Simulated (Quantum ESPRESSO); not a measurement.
# Habitual settings against a tight run: YPt (Pnma, 8 atoms in the cell)

Self-consistent single point.

```xyz
8
Lattice="6.9751 0.0000 0.0000 0.0000 4.4681 0.0000 0.0000 0.0000 5.4961" Properties=species:S:1:pos:R:3 pbc="T T T"
Y      1.2693     1.1170     3.5154
Y      5.7057     3.3511     1.9806
Y      2.2182     3.3511     0.7674
Y      4.7569     1.1170     4.7286
Pt     0.2988     1.1170     0.8402
Pt     6.6763     3.3511     4.6558
Pt     3.1887     3.3511     3.5883
Pt     3.7863     1.1170     1.9078
```

Computed with PBEsol, GBRV 1.5 ultrasoft (PBESOL) pseudopotentials (plane waves; Quantum ESPRESSO 7.5).

Base settings: ecutwfc = 40 Ry; ecutrho = 320 Ry; occupations = smearing; smearing = gauss; degauss = 0.019992 Ry; potentials = {Y: y_pbesol_v1.4.uspp.F.UPF, Pt: pt_pbesol_v1.4.uspp.F.UPF}; K_POINTS = automatic 3 5 4 0 0 0; conv_thr = 1e-09 Ry; mixing_beta = 0.4.

Tight run (finer mesh or higher cutoff; not a proven limit): ecutwfc: 40 Ry → 56 Ry; ecutrho: 320 Ry → 448 Ry; conv_thr: 1e-09 Ry → 7.3e-11 Ry; K_POINTS: automatic 3 5 4 0 0 0 → automatic 5 7 6 0 0 0. It gave Fermi level (on the code's own zero) 15.27 eV; pressure -0.07 GPa; largest force (vector length) 0.035 eV/Å.

Quick runs, as changes from the base:
- A: the base itself
- B: ecutwfc: 40 Ry → 32 Ry; ecutrho: 320 Ry → 256 Ry; conv_thr: 1e-09 Ry → 7.3e-06 Ry; pseudopotentials: {Y: y_pbesol_v1.4.uspp.F.UPF, Pt: pt_pbesol_v1.4.uspp.F.UPF} → {Y: y_lda_v1.4.uspp.F.UPF, Pt: pt_lda_v1.4.uspp.F.UPF}; K_POINTS: automatic 3 5 4 0 0 0 → automatic 2 2 2 0 0 0 [LDA (PZ)]
- C: K_POINTS: automatic 3 5 4 0 0 0 → automatic 4 4 4 0 0 0
- D: ecutwfc: 40 Ry → 28 Ry; ecutrho: 320 Ry → 224 Ry; degauss: 0.019992 Ry → 0.0147 Ry; conv_thr: 1e-09 Ry → 7.3e-05 Ry; pseudopotentials: {Y: y_pbesol_v1.4.uspp.F.UPF, Pt: pt_pbesol_v1.4.uspp.F.UPF} → {Y: y_lda_v1.4.uspp.F.UPF, Pt: pt_lda_v1.4.uspp.F.UPF}; K_POINTS: automatic 3 5 4 0 0 0 → automatic 4 4 4 1 1 1 [LDA (PZ)]

Energies are extrapolated to zero smearing width, which holds to low order in the width alone (under cold and Methfessel-Paxton smearing the free energy itself is taken).

Dashes: energy of B, D, another energy zero; pressure of B, D, not trusted under this conv_thr with d or f elements.

† marks runs with another functional, U, potentials or spin treatment: their distance from the tight run is not a convergence error alone.

The count of work is k-points × plane waves × bands × iterations; it is no time. Core times come from one kind of shared machine and are given to one figure; runs under 30 s give none.

The starting cell comes from a database of computed structures (which also holds hypothetical and non-ambient phases and stackings), without a prior relaxation at this level. Its lattice was rescaled by a random factor within 2.5 % of one. Spin polarisation is off.

```tsv
run	energy less tight (meV/atom)	pressure less tight (GPa)	largest miss in a force vector (eV/Å)	count of work / tight	core time / tight (rough)
A	14.4	-0.27	0.011	0.20	0.2
B†	–	–	0.283	0.043	0.06
C	11.6	-0.29	0.029	0.30	0.3
D†	–	–	0.012	0.035	0.05
```

Among the runs at the tight run's level, the energy misses run from 11.6 to 14.4 meV/atom.

Left out of this page: 2 runs of the series outside the window shown, repeating another row's setting, or not comparable.
